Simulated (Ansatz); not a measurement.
The parent structure is GaP in the zinc blende structure (space group F-43m, No. 216; a = 5.451 Å). Axes: x, y, z lie along the cube axes.

Calculations: plane-wave PAW DFT at the r2SCAN level (Ansatz, a quantum-chemistry and plane-wave program, 500 eV), no spin-orbit coupling.

Strains are applied to the cell and any free atomic positions relax; under stress the whole cell relaxes.

One change was made to it. Results:

```tsv
quantity	base	after
valley order (the lowest conduction-band minima on the path, energy above the VBM, named in the base's zone)	a point along ⟨100⟩, about 1.0 Å⁻¹ from Γ 1.85 eV; L along ⟨111⟩ 2.04 eV; Γ 2.36 eV	a point along ⟨100⟩, about 1.0 Å⁻¹ from Γ 1.78 eV; L along ⟨111⟩ 2.16 eV; Γ 2.68 eV
energy relative to the base (free energy F)	0 meV/atom	+7.2 meV/atom
smallest direct gap	2.36 eV	2.68 eV
```

Problem. Which change produced these results?
A. isotropic strain −1.49 %
B. uniaxial stress, 2 GPa tension along z
C. isotropic strain −1.18 %
D. uniaxial stress, 3 GPa tension along x

Solution. C, isotropic strain −1.18 %. For comparison, the valley order in the other runs: uniaxial stress, 2 GPa tension along z gives a point along [010], about 1.0 Å⁻¹ from Γ 1.74 eV; a point along [001], about 1.0 Å⁻¹ from Γ 1.95 eV; L along [111] 1.96 eV; Γ 2.24 eV; uniaxial stress, 3 GPa tension along x gives a point along [001], about 1.0 Å⁻¹ from Γ 1.69 eV; L along [1-11] 1.90 eV; a point along [100], about 1.0 Å⁻¹ from Γ 2.00 eV; Γ 2.18 eV; isotropic strain −1.49 % gives a point along ⟨100⟩, about 1.0 Å⁻¹ from Γ 1.76 eV; L along ⟨111⟩ 2.19 eV; Γ 2.76 eV.

Beyond what the load breaks, stability against distortions was not tested.
